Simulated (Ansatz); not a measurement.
The parent structure is SiC (space group P6_3mc, No. 186; a = 3.078 Å, c = 10.077 Å).

The values are results of plane-wave PAW DFT at the r2SCAN level (Ansatz, a quantum-chemistry and plane-wave program, 500 eV), no spin-orbit coupling, earlier PAW set, not measurements.

Base values:

The band gap comes out as 2.60 eV. The lattice parameter a comes out as 3.078 Å. The smallest direct gap comes out as 3.78 eV.

It is then changed as follows: a hydrostatic pressure of 0.9 GPa.

Problem. Estimate the effect on the band gap.

Solution. The band gap remains 2.60 eV.

Problem. Predict the new lattice parameter a.

Solution. The lattice parameter a shrinks by 0.004 Å (3.078 Å → 3.074 Å).

Problem. Predict the new smallest direct gap.

Solution. The smallest direct gap remains 3.78 eV.

Load acts through the strain it causes; cell and atoms are relaxed under it. No phonon test of stability was made.
